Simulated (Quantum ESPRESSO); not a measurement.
Worked example: self-consistent single point of a (101) slab of Hf (cut from a parent of space group no. 194; 8 atoms in the cell) in Quantum ESPRESSO.

Computed with PBEsol, PseudoDojo standard norm-conserving (PBESOL) pseudopotentials (plane waves; Quantum ESPRESSO).

```yaml
crystal:
  lattice:
    - [3.16046, 0.00000, 0.00000]
    - [1.58023, 5.69537, 0.00000]
    - [0.00000, 0.00000, 23.67760]
  atoms:
    - { symbol: Hf, position: [0.36925, 0.26150, 0.35494] }
    - { symbol: Hf, position: [0.10000, 0.80000, 0.33787] }
    - { symbol: Hf, position: [0.98472, 0.03055, 0.45733] }
    - { symbol: Hf, position: [0.71548, 0.56905, 0.44027] }
    - { symbol: Hf, position: [0.60020, 0.79961, 0.55973] }
    - { symbol: Hf, position: [0.33095, 0.33810, 0.54266] }
    - { symbol: Hf, position: [0.21567, 0.56866, 0.66213] }
    - { symbol: Hf, position: [0.94642, 0.10715, 0.64506] }
```

Reference input (self-consistent single point, DFT, PBEsol, plane waves, PseudoDojo standard norm-conserving (PBESOL) pseudopotentials): ecutwfc = 60 Ry; occupations = smearing; smearing = marzari-vanderbilt; degauss = 0.0073499 Ry; mixing_mode = local-TF; potentials = {Hf: Hf.upf}; K_POINTS = automatic 9 9 1 0 0 0; conv_thr = 1e-10 Ry; mixing_beta = 0.5. This run's input differs from it in these lines:

```diff
@@ -13,3 +13,3 @@
    ntyp = 1,
-   ecutwfc = 60,
+   ecutwfc = 24,
    occupations = 'smearing',
```

Log, with long lists cut:

```
     Self-consistent Calculation

     iteration #  1     ecut=    24.00 Ry     beta= 0.50

---- Real-time Memory Report at c_bands before calling an iterative solver
           218 MiB given to the printing process from OS
           180 MiB allocation reported by mallinfo(arena+hblkhd)
------------------

     negative rho (up, down):  3.109E-04 0.000E+00

     total energy              =    -900.28058418 Ry
     estimated scf accuracy    <       4.49555700 Ry

     iteration #  2     ecut=    24.00 Ry     beta= 0.50

---- Real-time Memory Report at c_bands before calling an iterative solver
   [... lines left out ...]

---- Real-time Memory Report at c_bands before calling an iterative solver
           243 MiB given to the printing process from OS
           222 MiB allocation reported by mallinfo(arena+hblkhd)
------------------

     total energy              =    -900.25417345 Ry
     estimated scf accuracy    <          4.6E-10 Ry

     iteration # 20     ecut=    24.00 Ry     beta= 0.50

---- Real-time Memory Report at c_bands before calling an iterative solver
           243 MiB given to the printing process from OS
           222 MiB allocation reported by mallinfo(arena+hblkhd)
------------------
     End of self-consistent calculation

     the Fermi energy is     3.7983 ev

!    total energy              =    -900.25417346 Ry
     estimated scf accuracy    <          9.5E-11 Ry
     smearing contrib. (-TS)   =      -0.00055223 Ry
     internal energy E=F+TS    =    -900.25362123 Ry

     convergence has been achieved in  20 iterations

     Forces acting on atoms (cartesian axes, Ry/au):

     atom    1 type  1   force =     0.00000000   -0.01538780    0.01590475
     atom    2 type  1   force =     0.00000000    0.00652339    0.02132240
     atom    3 type  1   force =     0.00000000    0.00526702   -0.02125983
     atom    4 type  1   force =     0.00000000    0.00738119   -0.01306334
     atom    5 type  1   force =     0.00000000   -0.00737740    0.01306331
   [... lines left out ...]

     Total force =     0.058168     Total SCF correction =     0.000013

          total   stress  (Ry/bohr**3)                   (kbar)     P=     -190.15
  -0.00131773   0.00000000   0.00000000         -193.84        0.00        0.00
   0.00000000  -0.00127995   0.00001771            0.00     -188.29        2.60
   0.00000000   0.00001771  -0.00128024            0.00        2.60     -188.33

   JOB DONE.
```

The run converged in 20 iterations. Against the reference run the free energy rises by 2.58 eV/atom and the largest force goes from 0.597 to 0.573 eV/Å.

The starting cell comes from a database of computed structures (which also holds hypothetical and non-ambient phases and stackings), without a prior relaxation at this level. The slab is cut from that crystal, and its faces are unrelaxed. Its lattice was rescaled in the plane by a random factor within 2.5 % of one.

Cost on one core of a shared machine: roughly 3 min.
